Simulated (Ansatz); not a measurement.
System: Ti-vacancy pair (Ti on one host Al site, one Al site vacant) in fcc Al (neutral cell). The step: one Al atom jumps into the vacancy from a nearby Al site (Ti-vacancy distance between ideal sites 4.04 → 4.95 Å); the atom moves 2.78 Å along (0.49, 0.00, -0.49) of the unit cell; the moving atom starts with neighbours 4 Al at 2.83, 2 Al at 2.86, 4 Al at 2.88, Al at 2.89 Å and ends with 4 Al at 2.83, 2 Al at 2.85, 4 Al at 2.88, Al at 2.89 Å. DFT values are from Ansatz (plane-wave PAW, 420 eV unless said) in a cell of 32 host sites, spin-restricted, static, with no finite-size correction. Forms of the defect that were not tried may lie lower. For the PBE band: the program found a first-order saddle point.

```
Level                                                                           Forward barrier (eV)  Cost of the band or of the saddle's single point
------------------------------------------------------------------------------  --------------------  ------------------------------------------------
CHGNet universal potential (has no charge state), its own band                                  0.21                                                 -
PBE, a 4×4×4 k-point mesh shifted by half a step, band relaxed                                  0.71                    around 70 core-minutes (rough)
PBE, a 6×6×6 k-point mesh shifted by half a step, same geometries                               0.70                       very roughly 7 core-minutes
r2SCAN at 500 eV, a 4×4×4 k-point mesh shifted by half a step, same geometries                     ?             about 5 core-minutes (a rough figure)
```

**Question.** Fill in the missing entries.

**Answer.** 
- r2SCAN at 500 eV, a 4×4×4 k-point mesh shifted by half a step, same geometries, Forward barrier (eV): 0.85

Ansatz is an electronic-structure program.
